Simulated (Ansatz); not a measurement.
Start from SnO2 in the rutile structure (space group P4_2/mnm, No. 136).

```yaml
crystal:
  lattice:
    - [4.72236, 0.00000, 0.00000]
    - [0.00000, 4.72236, 0.00000]
    - [0.00000, 0.00000, 3.19034]
  atoms:
    - { symbol: Sn, position: [0.00000, 0.00000, 0.00000] }
    - { symbol: Sn, position: [0.50000, 0.50000, 0.50000] }
    - { symbol: O, position: [0.30607, 0.30607, 0.00000] }
    - { symbol: O, position: [0.80607, 0.19393, 0.50000] }
    - { symbol: O, position: [0.19393, 0.80607, 0.50000] }
    - { symbol: O, position: [0.69393, 0.69393, 0.00000] }
```

Cartesian axes are those of the cell as printed.

Computed with LDA (Ansatz, an electronic-structure program, PAW, spin-orbit coupling left out).

It is then changed as follows: uniaxial strain ε_zz = +2.40 %, all other strain components held at zero, atoms relaxed at fixed cell.

**Question.** Predict the stress tensor and what it implies for the stiffness.

**Answer.** Stress of the strained cell less that of the base (GPa, compression positive):
```
  -3.49    0.00    0.00
   0.00   -3.49    0.00
   0.00    0.00   -9.53
```

Then −Δσ_ii/ε with ε = 0.0240 gives secant stiffness values (nonlinear terms included at this strain): C33 ≈ 397 GPa, C13 ≈ 145 GPa and C23 ≈ 145 GPa.

As a check, the harmonic strain energy −½ V₀ Δσ:ε is 8.5 meV/atom; the computed energy rise is 8.7 meV/atom.

No phonon test of stability was made.
